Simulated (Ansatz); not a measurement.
Ansatz (a program for electronic structure) run on LaSbO₄ (P2_1/c, 24 atoms in the cell): self-consistent single point.

Method: PBEsol, default PAW files made with PBE (plane waves; Ansatz).

```yaml
crystal:
  lattice:
    - [5.41057, 0.00000, 0.00000]
    - [0.00000, 5.08611, 0.00000]
    - [-4.49457, 0.00000, 12.86045]
  atoms:
    - { symbol: La, position: [0.34520, 0.80332, 0.33635] }
    - { symbol: La, position: [0.65480, 0.19668, 0.66365] }
    - { symbol: La, position: [0.65480, 0.30332, 0.16365] }
    - { symbol: La, position: [0.34520, 0.69668, 0.83635] }
    - { symbol: Sb, position: [0.08174, 0.75150, 0.06940] }
    - { symbol: Sb, position: [0.91826, 0.24850, 0.93060] }
    - { symbol: Sb, position: [0.91826, 0.25150, 0.43060] }
    - { symbol: Sb, position: [0.08174, 0.74850, 0.56940] }
    - { symbol: O, position: [0.24382, 0.43605, 0.02665] }
    - { symbol: O, position: [0.75618, 0.56395, 0.97335] }
    - { symbol: O, position: [0.75618, 0.93605, 0.47335] }
    - { symbol: O, position: [0.24382, 0.06395, 0.52665] }
    - { symbol: O, position: [0.00831, 0.60247, 0.18737] }
    - { symbol: O, position: [0.99169, 0.39753, 0.81263] }
    - { symbol: O, position: [0.99169, 0.10247, 0.31263] }
    - { symbol: O, position: [0.00831, 0.89753, 0.68737] }
    - { symbol: O, position: [0.86415, 0.07198, 0.05591] }
    - { symbol: O, position: [0.13585, 0.92802, 0.94409] }
    - { symbol: O, position: [0.13585, 0.57198, 0.44409] }
    - { symbol: O, position: [0.86415, 0.42802, 0.55591] }
    - { symbol: O, position: [0.41378, 0.87618, 0.16652] }
    - { symbol: O, position: [0.58622, 0.12382, 0.83348] }
    - { symbol: O, position: [0.58622, 0.37618, 0.33348] }
    - { symbol: O, position: [0.41378, 0.62382, 0.66652] }
```

Reference input (self-consistent single point, DFT, PBEsol, plane waves, default PAW files made with PBE): kpoints.mp_grid.grid = 4 4 2; hamiltonian.xc = pbesol; hamiltonian.pseudopotentials = {kind: paw} (the program's default PAW files); scf.occupations.method = fermi_dirac; scf.occupations.width = 0.0015 Ry. This run's input differs from it in these lines:

Ansatz 0.2 input:
```diff
@@ -30,2 +30,4 @@
     - { symbol: O, position: [0.413780, 0.623820, 0.666520] }
+basis:
+  ecutwfc: 40.1 Ry
 kpoints:
```

Log, with long lists cut:

```
SCF iter   1: F=—  HF=-59267.927760 eV  |F-HF|=—  |Δ(HF+E_count)|=         —  Δρ=1.26e-2  dr2=4.62e-1  ethr=1.77e-3  ⟨swp⟩=5.1  Hψ=9106  notcnv=0  defer=1
all-band conjugate gradients solve this SCF's bands
preconditioner: auto → Resta (q_TF=auto, 2.481 Å⁻¹)
SCF iter   2: F=—  HF=-59267.809204 eV  |F-HF|=—  |Δ(HF+E_count)|=   1.19e-1  Δρ=2.70e-3  dr2=2.03e-2  ethr=2.31e-4  ⟨swp⟩=3.0  Hψ=4181  notcnv=0  defer=360
   [... lines left out ...]
SCF iter   6: F=—  HF=-59267.805544 eV  |F-HF|=—  |Δ(HF+E_count)|=   4.06e-5  Δρ=7.11e-5  dr2=1.88e-5  ethr=6.41e-8  ⟨swp⟩=2.0  Hψ=3671  notcnv=0  defer=360
SCF iter   7: F=—  HF=-59267.805223 eV  |F-HF|=—  |Δ(HF+E_count)|=   3.20e-4  Δρ=3.84e-5  dr2=4.97e-6  ethr=9.41e-9  ⟨swp⟩=2.1  Hψ=3512  notcnv=0  defer=360
SCF iter   8: F=—  HF=-59267.805224 eV  |F-HF|=—  |Δ(HF+E_count)|=   2.70e-7  Δρ=8.22e-6  dr2=2.90e-7  ethr=2.48e-9  ⟨swp⟩=2.0  Hψ=3210  notcnv=0  defer=360
SCF iter   9: F=-59267.805224 eV  HF=-59267.805224 eV  |F-HF|=2.20e-8  |Δ(HF+E_count)|=   2.00e-7  Δρ=2.89e-6  dr2=3.28e-8  ethr=5.00e-11  ⟨swp⟩=13.6  Hψ=12814  notcnv=0
SCF 1 converged in 9 iterations: F = -59267.805224 eV  dr2 = 3.28e-8
Free energy (F): -59267.805224 eV
Internal energy: -59267.805224 eV  (E = F + TS)
E sigma→0 (E₀):  -59267.805224 eV
Fermi energy:    9.525686 eV
--- Forces (eV/Å), atoms counted from 1 ---
  atom   1  La    -0.03886470    -0.04094920    -0.08579577
  atom   2  La     0.03886470     0.04094920     0.08579577
  atom   3  La     0.03886470    -0.04094920     0.08579577
  atom   4  La    -0.03886470     0.04094920    -0.08579577
  atom   5  Sb     0.01827553     0.00772669     0.06586262
  atom   6  Sb    -0.01827553    -0.00772669    -0.06586262
  atom   7  Sb    -0.01827553     0.00772669    -0.06586262
  atom   8  Sb     0.01827553    -0.00772669     0.06586262
  atom   9  O      0.33685834    -0.06841481     0.11993617
   [... lines left out ...]
  atom  24  O      0.12476400    -0.09043774     0.23378246
--- Stress (GPa, compression-positive) ---
        0.102349       0.000000      -0.091810
        0.000000       0.201665       0.000000
       -0.091810       0.000000      -0.114206
  P = ⅓ Tr σ = 0.0633 GPa (0.633 kbar)
  The stress holds the Pulay correction. Without it, at fixed plane waves, as pw.x and ABINIT print it: P = 0.0497 GPa
```

The run converged in 9 iterations. Against the reference run the free energy goes down by 4.7 meV/atom, the pressure stays at 0.06 GPa, the largest force stays at 0.377 eV/Å and the gap on the mesh moves little (3.224 to 3.225 eV).

The starting cell comes from a database of computed structures (which also holds hypothetical and non-ambient phases and stackings), without a prior relaxation at this level. Spin-orbit coupling is off. Ansatz's pressure includes its estimate of the finite-basis (Pulay) stress.
